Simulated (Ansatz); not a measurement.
# InP: isotropic strain −1.21 %

The parent structure is InP in the zinc blende structure (space group F-43m, No. 216; a = 5.9594 Å).

Now apply this change: every lattice vector is shortened by 1.21 %, atoms relaxed at fixed cell.

The values are results of Ansatz (an electronic-structure program), PBE, PAW, cutoff 420 eV, without spin-orbit coupling, not measurements. Γ-centred 10×10×10 mesh, Fermi–Dirac width 0.05 eV.

| quantity | base | changed | shift |
|---|---|---|---|
| shortest interatomic distance | 2.580 Å | 2.549 Å | -0.031 Å |
| energy relative to the base (free energy F) | 0 meV/atom | +6.8 meV/atom | +6.8 meV/atom |
| pressure | 0.00 GPa | 2.37 GPa | +2.37 GPa |
| band gap | 0.44 eV | 0.64 eV | +0.20 eV |
| gap character | direct at Γ | direct at Γ | – |
| mean gap deformation potential ΔEg/Δln V | – | -5.5 eV | – |
| width of the top valence band | 2.69 eV | 2.85 eV | +0.16 eV |
| electron mass | 0.037 mₑ (at Γ) | 0.051 mₑ (at Γ) | – |
| hole mass (degenerate bands, along [100]) | 0.037, 0.47, 0.47 mₑ (at Γ) | 0.051, 0.44, 0.44 mₑ (at Γ) | – |
| valley order (the lowest conduction-band minima on the path, energy above the VBM, named in the base's zone) | Γ 0.44 eV; L along ⟨111⟩ 1.38 eV; X along ⟨100⟩ 1.85 eV | Γ 0.64 eV; L along ⟨111⟩ 1.47 eV; X along ⟨100⟩ 1.79 eV | – |

Final structure:

```yaml
crystal:
  lattice:
    - [0.00000, 2.94363, 2.94363]
    - [2.94363, 0.00000, 2.94363]
    - [2.94363, 2.94363, 0.00000]
  atoms:
    - { symbol: P, position: [0.25000, 0.25000, 0.25000] }
    - { symbol: In, position: [0.00000, 0.00000, 0.00000] }
```

Cost of the whole job for the changed cell (relaxation, final SCF and bands): very roughly 17 core-seconds.

Effective masses come from finite differences of ±0.01 Å⁻¹. Stability against distortions was not tested.
